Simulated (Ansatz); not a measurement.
Consider MgS in the rock salt structure (space group Fm-3m, No. 225; a = 5.182 Å). Axes: x, y, z lie along the cube axes.

Modification: uniaxial stress, 3 GPa tension along x; all other stress components relax to zero.

Levels (all Ansatz, an electronic-structure program, PAW): PBEsol (420 eV, no spin-orbit coupling); r2SCAN (500 eV, scalar-relativistic without spin-orbit coupling); HSE06 (420 eV, no spin-orbit coupling).

One geometry, relaxed with PBEsol, under each level:

```csv
level,band gap,lowest conduction level above the VBM at special points,electron mass,hole mass,pressure
PBEsol,2.57 eV,X 2.57 eV; M 2.73 eV; Γ 3.49 eV; S 3.94 eV,"0.51 mₑ along k, 0.29 mₑ across (at X)","0.23 mₑ along x, 0.97 mₑ across (at Γ)",-1.00 GPa
r2SCAN,3.33 eV,X 3.33 eV; M 3.50 eV; Γ 4.53 eV; S 4.69 eV,"0.51 mₑ along k, 0.31 mₑ across (at X)","0.26 mₑ along x, 0.97 mₑ across (at Γ)",-0.08 GPa
HSE06,…,…,–,–,–
```

Give the withheld HSE06 results.


- HSE06, band gap: 3.66 eV
- HSE06, lowest conduction level above the VBM at special points: X 3.66 eV; M 3.83 eV; Γ 4.71 eV

Single points use the geometry relaxed with PBEsol. Their cutoffs differ, which shifts pressures a little. HSE06 gaps are upper bounds (no full band path). Load acts through the strain it causes; cell and atoms are relaxed under it. Masses are band curvatures over ±0.01 Å⁻¹ around the edge. Along k means along the line from Γ to the band edge. Beyond what the load breaks, stability against distortions was not tested. k-point labels follow each cell's own Brillouin zone.
